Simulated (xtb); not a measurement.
xtb 6.7.1, GFN2-xTB: Ta(O)(Cl)(OSiH3)2 ([O]=[Ta]([Cl])([O][SiH3])[O][SiH3]), 13 atoms. The geometry is a generated start, not checked to be a minimum at this level.

```json
{
  "run_flags": "--grad",
  "method": "GFN2-xTB",
  "--acc": "1 (default)",
  "--etemp (K)": "300 (default)",
  "basis_functions": "58",
  "valence_electrons": "44"
}
```

```xyz
13

Ta    -0.5105     0.8832     0.4936
O     -0.8086     1.9735    -0.7940
Cl    -1.3302     1.8908     2.2911
O      1.3311     0.6484     0.6929
Si     2.8810     0.7718     0.2047
H      3.5284     1.6339     1.2012
H      2.8910     1.3432    -1.1455
H      3.4088    -0.5990     0.2389
O     -1.4492    -0.6984     0.1917
Si    -2.3206    -1.7538    -0.6897
H     -1.6515    -3.0503    -0.5163
H     -2.3105    -1.3011    -2.0831
H     -3.6593    -1.7423    -0.0855
```

Charge 0 and multiplicity 1 are set for this test and not shown to be the ground state.

One run each on 1 thread. Values of broydamp tried: 0.02, 0.05, 0.1, 0.2, 0.4 (default), 0.6, 0.8, 1.

Q: Predict the course of the SCC iterations along this series.

A: Fewest SCC iterations, within one of each other: 0.4 (default) with 17, 0.6 with 16, 0.8 with 17. The count rises to 29 at 0.02. All converge to one solution.

```json
[
 {"broydamp": "0.02", "SCC iterations": "29", "end": "same solution"},
 {"broydamp": "0.05", "SCC iterations": "27", "end": "same solution"},
 {"broydamp": "0.1", "SCC iterations": "23", "end": "same solution"},
 {"broydamp": "0.2", "SCC iterations": "19", "end": "same solution"},
 {"broydamp": "0.4 (default)", "SCC iterations": "17", "end": "same solution"},
 {"broydamp": "0.6", "SCC iterations": "16", "end": "same solution"},
 {"broydamp": "0.8", "SCC iterations": "17", "end": "same solution"},
 {"broydamp": "1", "SCC iterations": "18", "end": "same solution"}
]
```
